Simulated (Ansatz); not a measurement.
Input and output of a zone-centre phonon calculation for Ti3In (P6_3/mmc, 8 atoms in the cell) (Ansatz, a quantum-chemistry and plane-wave program).

Method: LDA (PW92), default PAW files made with PBE (plane waves; Ansatz).

```
Ti3In
1.0
    5.92065     0.00000     0.00000
   -2.96032     5.12743     0.00000
    0.00000     0.00000     4.78828
Ti In
6 2
Direct
  0.16521   0.33042   0.25000
  0.83479   0.66958   0.75000
  0.83479   0.16521   0.75000
  0.16521   0.83479   0.25000
  0.66958   0.83479   0.25000
  0.33042   0.16521   0.75000
  0.33333   0.66667   0.75000
  0.66667   0.33333   0.25000
```

Reference input (self-consistent single point, DFT, LDA (PW92), plane waves, default PAW files made with PBE): basis.ecutwfc = 420 eV; kpoints.mp_grid.grid = 5 5 5; hamiltonian.xc = lda; hamiltonian.pseudopotentials = {kind: paw} (the program's default PAW files); scf.occupations.method = fermi_dirac; scf.occupations.width = 0.1 eV. This run's input differs from it in these lines:

```diff
@@ -27,6 +27,6 @@
     width: 0.1
-output:
-  forces: true
-  eigenvalues: true
-  stress: true
+  convergence:
+    dr2_threshold: 1.0e-07 eV
+phonons:
+  method: dfpt
```

Output, abridged:

```
SCF iter   1: F=—  HF=-25617.541208 eV  |F-HF|=—  |Δ(HF+E_count)|=         —  Δρ=7.34e-3  dr2=4.42e-2  ethr=1.77e-3  ⟨swp⟩=6.6  Hψ=6401  notcnv=0
all-band conjugate gradients solve this SCF's bands
preconditioner: auto → Kerker (q_TF=auto, 2.555 Å⁻¹)
SCF iter   2: F=—  HF=-25617.529667 eV  |F-HF|=—  |Δ(HF+E_count)|=   1.15e-2  Δρ=3.43e-3  dr2=1.21e-2  ethr=4.51e-5  ⟨swp⟩=2.0  Hψ=2381  notcnv=0
SCF iter   3: F=—  HF=-25617.527428 eV  |F-HF|=—  |Δ(HF+E_count)|=   2.24e-3  Δρ=7.66e-4  dr2=1.32e-3  ethr=1.24e-5  ⟨swp⟩=2.0  Hψ=2271  notcnv=0
SCF iter   4: F=—  HF=-25617.527182 eV  |F-HF|=—  |Δ(HF+E_count)|=   2.46e-4  Δρ=2.31e-4  dr2=1.12e-4  ethr=1.35e-6  ⟨swp⟩=2.0  Hψ=1956  notcnv=0
SCF iter   5: F=—  HF=-25617.527147 eV  |F-HF|=—  |Δ(HF+E_count)|=   3.43e-5  Δρ=5.97e-5  dr2=6.69e-6  ethr=1.14e-7  ⟨swp⟩=3.0  Hψ=3362  notcnv=0
SCF iter   6: F=—  HF=-25617.527148 eV  |F-HF|=—  |Δ(HF+E_count)|=   8.49e-7  Δρ=1.90e-5  dr2=8.88e-7  ethr=6.83e-9  ⟨swp⟩=2.0  Hψ=1950  notcnv=0
SCF iter   7: F=-25617.527148 eV  HF=-25617.527148 eV  |F-HF|=5.75e-9  |Δ(HF+E_count)|=   1.75e-7  Δρ=3.36e-6  dr2=1.57e-8  ethr=1.02e-10  ⟨swp⟩=8.4  Hψ=10570  notcnv=0
SCF 1 converged in 7 iterations: F = -25617.527148 eV  dr2 = 1.57e-8
DFPT response loops at Γ: preconditioner auto → Kerker (q_TF=auto, 2.555 Å⁻¹) (partly filled bands, converged f_vac=0.000) …
Free energy (F): -25617.527148 eV
Internal energy: -25617.240605 eV  (E = F + TS)
E sigma→0 (E₀):  -25617.383876 eV
Entropy (-TS):   -0.286544 eV (-35.818 meV/atom)
Fermi energy:    12.977165 eV
--- Phonons (Γ-DFPT): 5 representative perturbations + reference, on 27 of 125 k-points (Σ response iterations 24) ---
  k mesh reduced under 4 symmetry operations, with k and −k counted as one. Each operation leaves every solved displacement unchanged or reverses it
  ASR residual: 1.494e-3 → 0.000e0 eV/Å²; symmetrization residual: 2.306e-5 eV/Å²
  ASR residual per site (eV/Å²): 1.49e-3 1.49e-3 1.39e-3 1.39e-3 1.39e-3 1.39e-3 1.48e-3 1.48e-3
  Γ frequencies (cm⁻¹): 0.00 0.00 0.00 73.92 73.92 104.34 117.97 117.97 140.22 140.22 164.90 164.90 173.77 178.00 190.63 193.80 193.91 193.91 200.54 200.54 201.99 222.59 222.59 245.81
  non-analytic LO–TO correction: not included (Born effective charges unavailable; polar crystals: no LO–TO splitting at Γ)
```

The run converged in 7 iterations. 

Summary of the result:
```
Quantity                                                                                                                                                           Value
--------------------------------------------------------  --------------------------------------------------------------------------------------------------------------
Free energy E − TS (on the zero of these files)                                                                                                           -25617.5271 eV
Fermi level (on the code's own zero)                                                                                                                            12.98 eV
Zone-centre frequencies (cm⁻¹; negative means imaginary)  0, 0, 0, 74, 74, 104, 118, 118, 140, 140, 165, 165, 174, 178, 191, 194, 194, 194, 201, 201, 202, 223, 223, 246
```

The starting cell comes from a database of computed structures (which also holds hypothetical and non-ambient phases and stackings), without a prior relaxation at this level. Its lattice was rescaled by up to half a per cent. Spin polarisation is off.

Cost on one core of a shared machine: roughly 4 min.

Keys are those of Ansatz 0.2.
